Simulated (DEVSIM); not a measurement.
System: Si n+/n-/n+ resistor, at 300 K.

```tsv
layer (left to right)	material	thickness (μm)	Nd (cm⁻³)	τn (s)	τp (s)
1	Si	0.910	5.1e18	1.3e-5	1.3e-5
2	Si	0.0620	1.1e12	1.3e-5	1.3e-5
3	Si	0.850	6.3e18	1.3e-5	1.3e-5
```

Left contact: ohmic. Right contact: ohmic. Voltage is applied to the left contact. Recombination: SRH at mid-gap, radiative, Auger. Mobility is μmin + (μ − μmin)/(1 + (N/Nref)^α).

This is a model device: material constants are rounded textbook-type values typed into the input, and sizes, dopings and lifetimes were drawn at random. Values at 300 K.

```
parameter           Si
-------------  -------
gap (eV)         1.124
affinity (eV)     4.05
permittivity      11.7
Nc (cm⁻³)      2.86e19
Nv (cm⁻³)       3.1e19
μn (cm²/Vs)       1417
μp (cm²/Vs)        470
μn,min              52
μp,min              45
Nref,n          9.7e16
Nref,p          2.2e17
αn                0.68
αp                0.72
B (cm³/s)      4.7e-15
Cn (cm⁶/s)     2.8e-31
Cp (cm⁶/s)     9.9e-32
```

DEVSIM, 1D drift-diffusion, Boltzmann statistics, complete ionisation; no tunnelling, impact ionisation, image-force lowering or self-heating.

Q: Give the dark forward current.

A: 
(V (V), J (A/cm²)): (0.05, 30000); (0.15, 89000); (0.20, 120000); (0.30, 180000); (0.40, 240000); (0.50, 300000); (0.55, 330000); (0.65, 390000); (0.75, 450000); (0.85, 500000); (0.90, 530000); (1.00, 600000); (1.10, 660000); (1.20, 720000); (1.25, 750000); (1.35, 810000); (1.45, 870000); (1.55, 930000); (1.60, 960000); (1.70, 1000000)
